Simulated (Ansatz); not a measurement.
Structures of equal composition on the (111) surface of fcc Pt: one row in 4 of the top plane missing; p(2x2), one Pt site of the top plane empty. The slabs share one bottom face, and each structure is named by its start. These are constructed structures in small cells; real faces may alloy, dewet or reconstruct in larger ones, and not all known structures of the face are among them. Slabs of about 11 Å with all that they carry, Fermi-Dirac smearing of 0.1 eV. Bottom of the slabs: a bare face, its two planes held. Relaxed from the named starts with such symmetry as they have, on meshes of like density; energies extrapolated to zero smearing; no spin-orbit coupling, no U. Spin-polarised runs, if any, are marked in brackets, and their order is one that fits the cell; the others ran without spin. The cells differ, so small differences also carry the error of unlike k-meshes.

All values below come from PBE (plane waves to 420 eV, PAW; Ansatz, a first-principles code).

Question: Order them by energy per 1x1 cell (lowest first) at the level PBE.

Answer: one row in 4 of the top plane missing (0.00 eV), p(2x2), one Pt site of the top plane empty (0.08 eV)
